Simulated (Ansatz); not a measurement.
A computed series for Mo: pressure series

The parent structure is Mo in the bcc (W type) structure (space group Im-3m, No. 229; a = 3.1608 Å).

Cell and atoms are relaxed at each pressure.

Level of theory: Ansatz (a quantum-chemistry and plane-wave program), PBE, PAW, cutoff 420 eV, no SOC, earlier PAW set.

| P (GPa) | V (Å³/atom) |
|---|---|
| -2.01 | 15.914 |
| -1.01 | 15.851 |
| 3.00 | 15.611 |
| 7.01 | 15.390 |
| 15.00 | 14.992 |
| 30.01 | 14.365 |
| 50.01 | 13.692 |
| 75.01 | 13.013 |
| 100.01 | 12.456 |

Task: Fit a third-order Birch–Murnaghan equation of state.

Result: Least squares on P(V) = (3B₀/2)[(V₀/V)^(7/3) − (V₀/V)^(5/3)]·[1 + (3/4)(B₀′ − 4)((V₀/V)^(2/3) − 1)] gives V₀ = 15.79 Å³/atom, B₀ = 270 GPa and B₀′ = 3.9.

Load acts through the strain it causes; cell and atoms are relaxed under it. No phonon test of stability was made. Competing high-pressure phases were not computed. The final runs are not spin-polarised.
